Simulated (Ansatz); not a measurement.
We consider HoAg₂ (I4/mmm, No. 139), described by LDA (plane waves, PAW; Ansatz, an electronic-structure program).

Numerical settings: plane-wave cutoff 500 eV, 22×22×22 k mesh, Fermi–Dirac smearing 0.1 eV, spin-polarised start, scalar-relativistic PAW data made under PBE.

Computed at the level's own relaxed cell.

### Question
What does this level give for the volume per atom, lattice constant a and c axis length?

### Answer

* **volume per atom**: 19.77 Å³/atom
* **lattice constant a**: 3.598 Å
* **c axis length**: 9.162 Å

The run finds no gap.

Note: the magnetic order was assumed, not searched for or taken from measurement; the 4f shell is treated without U or exact exchange, so its levels and filling can be wrong.

Spin–orbit coupling is not included.

The computed numbers hold no vibrational or temperature effects.

Computing time: very roughly 60 core-minutes.
